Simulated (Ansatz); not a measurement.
## Response to strain in Si

The parent structure is Si in the diamond structure (space group Fd-3m, No. 227; a = 5.402 Å). Axes: x, y, z lie along the cube axes.

Strains are applied to the cell and any free atomic positions relax.

The values are results of DFT with LDA, PAW potentials and a 420 eV plane-wave cutoff in Ansatz (a quantum-chemistry and plane-wave program), no spin-orbit coupling, not measurements.

Notes on the quantities. energy relative to the base: free energy F.

```csv
case,gap character,electron mass,energy relative to the base,band gap
base,–,"0.93 mₑ along k, 0.19 mₑ across (off the special points)",0 meV/atom,0.45 eV
uniaxial strain ε_zz = −3.00 %,"indirect, Γ → Γ–M (87 % along)","0.90 mₑ along k, 0.19 mₑ across (off the special points)",+9.0 meV/atom,0.07 eV
uniaxial strain ε_zz = −2.00 %,"indirect, Γ → Γ–M (87 % along)","0.92 mₑ along k, 0.19 mₑ across (off the special points)",+4.0 meV/atom,0.19 eV
uniaxial strain ε_zz = −1.50 %,"indirect, Γ → Γ–M (87 % along)","0.92 mₑ along k, 0.19 mₑ across (off the special points)",+2.2 meV/atom,0.26 eV
uniaxial strain ε_zz = −1.00 %,"indirect, Γ → Γ–M (87 % along)","0.92 mₑ along k, 0.19 mₑ across (off the special points)",+1.0 meV/atom,0.32 eV
uniaxial strain ε_zz = −0.50 %,"indirect, Γ → Γ–M (87 % along)","0.93 mₑ along k, 0.19 mₑ across (off the special points)",+0.2 meV/atom,0.38 eV
uniaxial strain ε_zz = +0.50 %,"indirect, Γ → Γ–X (87 % along)","0.93 mₑ along k, 0.19 mₑ across (off the special points)",+0.2 meV/atom,0.43 eV
uniaxial strain ε_zz = +1.50 %,"indirect, Γ → Γ–X (87 % along)","0.92 mₑ along k, 0.19 mₑ across (off the special points)",+2.2 meV/atom,0.39 eV
uniaxial strain ε_zz = +2.50 %,"indirect, Γ → Γ–X (87 % along)","0.92 mₑ along k, 0.19 mₑ across (off the special points)",+6.1 meV/atom,0.36 eV
uniaxial strain ε_zz = +3.00 %,"indirect, Γ → Γ–X (87 % along)","0.92 mₑ along k, 0.19 mₑ across (off the special points)",+8.8 meV/atom,0.34 eV
```

Masses are band curvatures over ±0.01 Å⁻¹ around the edge. Along k means along the line from Γ to the band edge. No phonon test of stability was made. A zero or small gap of Si under uniaxial strain ε_zz = −3.00 %, Si under uniaxial strain ε_zz = −2.00 % and Si under uniaxial strain ε_zz = −1.50 % can be the functional's error rather than a property of the material. k-point labels follow each cell's own Brillouin zone.
